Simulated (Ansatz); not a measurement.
The reference is Be in the hcp (Mg type) structure (space group P6_3/mmc, No. 194; a = 2.263 Å, c = 3.563 Å).

The other end (x = 1) is Li in the hcp (Mg type) structure (space group P6_3/mmc, No. 194; a model cell): 20.98 Å³/atom, gap zero; this end may not be an ambient phase.

Method: r2SCAN (Ansatz, a program for electronic structure), without spin-orbit coupling, earlier PAW set.

Li replaces a fraction x of Be; each row is one arrangement (x, atoms in the cell, starting space group or random), fully relaxed.

One change was made to it. Results:

```tsv
quantity	base	after
mixing energy (to 0.01 eV only: unlike meshes or grids)	–	+0.26 eV/atom
shortest interatomic distance	2.209 Å	2.226 Å
deviation of the volume from the linear (Vegard-type) interpolation	–	-20.4 %
```

Which change produced these results?
A. x(Li) = 0.667, 6 atoms, Cmcm
B. x(Li) = 0.375, 8 atoms, P3m1
C. x(Li) = 0.375, 8 atoms, Amm2
D. x(Li) = 0.25, 8 atoms, P2_1/m

C, x(Li) = 0.375, 8 atoms, Amm2. For comparison, the mixing energy in the other runs: x(Li) = 0.25, 8 atoms, P2_1/m gives +0.14 eV/atom; x(Li) = 0.667, 6 atoms, Cmcm gives +0.21 eV/atom; x(Li) = 0.375, 8 atoms, P3m1 gives +0.21 eV/atom.

These are small ordered cells, not random alloys; other orderings at the same x differ. Whether these cells are dynamically stable was not tested. This is not the structure that Li has at room temperature and ambient pressure.
